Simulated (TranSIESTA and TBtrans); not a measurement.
Device: Al chain with one C atom inserted. Leads: straight Al chain, spacing 2.328 Å. Geometry: 3 atoms about the centre moved by SIESTA (PBE, DZP) to a largest force of 0.02 eV/Å, all others as built, motion along the axis alone. Transport runs along z; the first 6 and the last 6 of the 21 atoms are the lead cells, repeated to infinity.

```xyz
21
Lattice="9.000 0.000 0.000 0.000 9.000 0.000 0.000 0.000 47.982" Properties=species:S:1:pos:R:3 pbc="F F T"
Al     4.500     4.500     0.000
Al     4.500     4.500     2.328
Al     4.500     4.500     4.656
Al     4.500     4.500     6.984
Al     4.500     4.500     9.312
Al     4.500     4.500    11.640
Al     4.500     4.500    13.968
Al     4.500     4.500    16.296
Al     4.500     4.500    18.624
Al     4.500     4.500    21.042
C      4.500     4.500    22.827
Al     4.500     4.500    24.612
Al     4.500     4.500    27.030
Al     4.500     4.500    29.358
Al     4.500     4.500    31.686
Al     4.500     4.500    34.014
Al     4.500     4.500    36.342
Al     4.500     4.500    38.670
Al     4.500     4.500    40.998
Al     4.500     4.500    43.326
Al     4.500     4.500    45.654
```

Run with TranSIESTA and TBtrans (open boundaries, self-consistent; PseudoDojo norm-conserving potentials, scalar-relativistic): PAO.BasisSize DZP, PAO.EnergyShift 0.15 eV, XC.Authors PBE, Mesh.Cutoff 200 Ry, ElectronicTemperature 300 K, TS.Voltage 0.0 eV, TBT.Elecs.Eta 0.001 eV, no spin polarisation.

Energies count from the leads' Fermi level. Transmissions are for one spin of a degenerate pair. The energy step is 0.01 eV; narrower resonances are cut or missed.

| E (eV) | T |
|---|---|
| -0.20 | 0.768 |
| -0.15 | 0.919 |
| -0.10 | 1.00 |
| -0.05 | 1.03 |
| 0.00 | 1.01 |
| 0.05 | 0.970 |
| 0.10 | 0.916 |
| 0.15 | 0.860 |
| 0.20 | 0.806 |

Problem. Give the zero-bias conductance in μS and the resistance at 300 K.

Solution. At the Fermi level T = 1.01. Averaged with −∂f/∂E over the full grid (kT = 25.9 meV) it is 0.999. With G0 = 2e²/h = 77.48 μS, G = 77.4 μS and R = 1/G = 12.9 kΩ.

Problem. The eigenchannels at the Fermi level transmit 0.505, 0.505. What Fano factor of the shot noise follows at low temperature and bias?

Solution. F = Σ τ(1 − τ)/Σ τ = 0.500/1.01 = 0.49.

The straight chain is held at its spacing; free chains may zigzag or dimerise. No spin-polarised start was tried, so a magnetic state, if there is one, is missed.
